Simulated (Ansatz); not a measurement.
# Lattice parameter c of KTaO2 (model structure, started from the NaNbO2 type, P6₃/mmc, No. 194, 8 atoms in the cell) at several levels of theory

No measured value is used here.

```json
[
 {"level (code)": "LDA (Ansatz)", "value (Å)": "(withheld)"},
 {"level (code)": "PBE (Ansatz)", "value (Å)": "13.011"},
 {"level (code)": "PBEsol (Ansatz)", "value (Å)": "12.807"},
 {"level (code)": "r²SCAN (Ansatz)", "value (Å)": "12.928"}
]
```

Task: What belongs in the gaps?

Result: 
- LDA (Ansatz, a first-principles code), value (Å): 12.634

Density-functional levels without +SOC have no spin–orbit coupling. Cutoffs differ between the levels. Ansatz's density-functional and Hartree–Fock values are scalar-relativistic unless marked +SOC, with PAW data made under PBE.

A model structure was made by putting elements into a prototype or built by hand; it is no filed structure, need not be a known phase, and can be a saddle point held by its symmetry.
